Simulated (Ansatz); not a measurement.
Functionals compared on the (321) surface of bcc K in its 1x1 cell, outermost plane spacing 1.41 Å in the ideal cut, in Ansatz (plane waves, PAW). The structure was relaxed with PBE; the other rows are single points on it, each with its references at the same level. Cutoff 420 eV (500 eV for r2SCAN).

Set-up: 8 atoms, 9.9 Å thick at the start (thin: gaps and levels are the slab's own); mesh 8x4x1; 0.1 eV smearing; dipole correction on; all atoms relaxed; start symmetry kept, larger cells not searched; no spin, no spin-orbit, no U. These notes are the PBE run's.

```
functional  surface energy (J/m²)  work function of the top face (eV)          rough cost of the single point
----------  ---------------------  ----------------------------------  --------------------------------------
PBE                          0.12                                2.33                                       –
LDA                           ___                                 ___  about 80 core-seconds (a rough figure)
PBEsol                       0.13                                2.35            very roughly 90 core-seconds
RPBE                         0.10                                2.26  about 80 core-seconds (a rough figure)
r2SCAN                       0.14                                2.32           around 4 core-minutes (rough)
```

### Question
Some entries are withheld; supply them.

### Answer

- LDA, surface energy (J/m²): 0.14
- LDA, work function of the top face (eV): 2.46

Ansatz is an electronic-structure program.
